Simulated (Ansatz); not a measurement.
## How the band gap of SrTiS3 (model structure, started from the cubic perovskite type, Pm-3m, No. 221, 5 atoms in the cell) moves with the method

No measured value is used here.

| level (code) | value (eV) |
|---|---|
| LDA (Ansatz) | 0.00 |
| PBE+SOC (Ansatz) | 0.00 |
| PBEsol+SOC (Ansatz) | 0.00 |
| HSE06 (Ansatz) | 0.17 |

Computed values are for a static lattice. Levels without +SOC have no spin–orbit coupling; where heavier elements are present it shifts gaps, mostly down, and can invert bands. A gap of zero means that the bands touch or overlap; how far they overlap is not shown.  HSE06: PBE has no gap here, and a hybrid on a coarse mesh can open a false one. Values are at the PBEsol cell. Cutoffs and k meshes differ between the levels. Ansatz's density-functional and Hartree–Fock values are scalar-relativistic unless marked +SOC, with PAW data made under PBE.

A model structure was made by putting elements into a prototype or built by hand; it is no filed structure, need not be a known phase, and can be a saddle point held by its symmetry.

Ansatz is a program for electronic structure.
